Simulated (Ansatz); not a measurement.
```
CaF2Si3
1.0
    3.86440    -0.00655     0.16829
   -0.00200     3.86327     0.22452
    0.60375     0.05338    28.48719
Si Ca F
12 4 8
Direct
  0.23441   0.20157   0.08089
  0.75823   0.22358   0.03183
  0.68614   0.65841   0.17780
  0.20933   0.67996   0.12973
  0.13928   0.11552   0.27395
  0.66241   0.13717   0.22589
  0.59242   0.57285   0.37012
  0.11554   0.59447   0.32204
  0.04548   0.02489   0.46652
  0.56863   0.05259   0.41829
  0.50067   0.61782   0.55872
  0.02125   0.50371   0.51595
  0.39533   0.84123   0.77057
  0.94339   0.38868   0.67266
  0.29740   0.75440   0.96411
  0.84583   0.29713   0.86832
  0.91575   0.86067   0.72840
  0.42134   0.36501   0.71807
  0.47378   0.44203   0.61387
  0.96421   0.90833   0.63361
  0.81944   0.77452   0.91874
  0.31993   0.27457   0.91849
  0.37076   0.31925   0.81924
  0.86927   0.81713   0.82338
```

The first 12 atoms are the substrate (Si), the rest the film (CaF2).

Values marked by level come from PBE (plane waves to 420 eV, PAW; Ansatz, an electronic-structure program); HSE06 (plane waves to 420 eV, PAW; Ansatz). Geometries and values that name no level are of the first. Scalar-relativistic, without spin–orbit coupling; PBE gaps are too small against experiment. Its k-point mesh 6×6×1, Fermi–Dirac width 0.05 eV. HSE06 ran on meshes of its own (6×6×6, 3×3×3); its edges and gaps are taken over the mesh and over extra points off it, mostly where PBE has its edges.

Question: Describe the bonding at the interfaces and give the band alignment.

Answer: A periodic stack without vacuum, fluorite (0 0 1) on silicon (0 0 1) (film strained to the substrate, faces as cut): substrate slab Si12, film Ca4F8, surface cells [[1, 0], [1, 1]] and [[1, 0], [1, 1]], film strained by -0.7 and -0.7 %, faces Si/Si and F/Ca as cut (like faces can put a slab off its formula).
The interface area comes out as 15.0 Å². The period comes out as 28.38 Å and the gaps between the outermost planes at the two interfaces comes out as 1.57 and 1.92 Å. The Ca–Si contacts across the interfaces within 1.22 times the sum of covalent radii is 4, mean 3.34 Å, the F–Si contacts across the interfaces within 1.22 times the sum of covalent radii comes out as 1, mean 1.67 Å and the two interfaces is unlike, so that offsets are their mean. The valence offset, film less substrate (PBE, at the middle of a substrate layer that carries a field) is -4.13 eV and the valence offset, film less substrate (HSE06 edges on the PBE line-up, at the middle of a substrate layer that carries a field) comes out as -5.39 eV. The conduction offset (HSE06 edges on the PBE line-up, at the middle of a substrate layer that carries a field) comes out as +2.68 eV and the spin-polarised check at this geometry comes out as falls back to no moment. The slope of the mean potential energy in the substrate is -4.4 MV/cm × e.
